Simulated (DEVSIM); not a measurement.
**Schottky contact on n-type GaAs**

Structure: Schottky contact on n-type GaAs, at 400 K.

```tsv
layer (left to right)	material	thickness (μm)	Nd (cm⁻³)	τn (s)	τp (s)
1	GaAs	2.40	6.1e15	5.8e-8	5.8e-8
```

Left contact: Schottky, work function 5.11 eV, emission velocity 4.4e6 cm/s. Right contact: ohmic. Voltage is applied to the left contact. Recombination: SRH at mid-gap. Mobility is constant in doping.

This is a model device: material constants are rounded textbook-type values typed into the input, and sizes, dopings and lifetimes were drawn at random. Values at 300 K; Nc and Nv go as T^1.5, mobilities as T to minus their exponent, the gap by Varshni's rule with the affinity fixed.

```tsv
parameter	GaAs
gap (eV)	1.424
affinity (eV)	4.07
permittivity	12.9
Nc (cm⁻³)	4.7e17
Nv (cm⁻³)	9e18
μn (cm²/Vs)	8500
μp (cm²/Vs)	400
T exponent of μn	2.1
T exponent of μp	2.2
Varshni α (eV/K)	0.000541
Varshni β (K)	204
```

Model (solved in DEVSIM): 1D drift-diffusion, Boltzmann statistics, complete ionisation; no tunnelling, impact ionisation, image-force lowering or self-heating. Metal contacts follow the ideal Schottky-Mott rule: no Fermi-level pinning, no interface dipoles.

The potential step across the device at zero bias is 0.875 V and the largest field in the device at zero bias is 38000 V/cm. The dark forward voltage at 1 A/cm² comes out as 0.589 V and the dark forward voltage at 100 A/cm² is 0.754 V.

Small-signal capacitance in reverse bias (quasi-static):

```csv
V (V),C (nF/cm²)
-0.04,25.1
-0.1,24.3
-0.2,23.1
-0.3,22.1
-0.4,21.2
-0.6,19.6
-0.8,18.4
-1,17.4
-1.3,16.1
-1.6,15.1
-2,14.0
```

Dark reverse current:

```csv
V (V),J (A/cm²)
-0.04,-4.9e-8
-0.10,-8.3e-8
-0.20,-1.2e-7
-0.30,-1.4e-7
-0.40,-1.7e-7
-0.60,-2.1e-7
-0.80,-2.5e-7
-1.00,-2.9e-7
-1.30,-3.4e-7
-1.60,-3.9e-7
-2.00,-4.5e-7
```
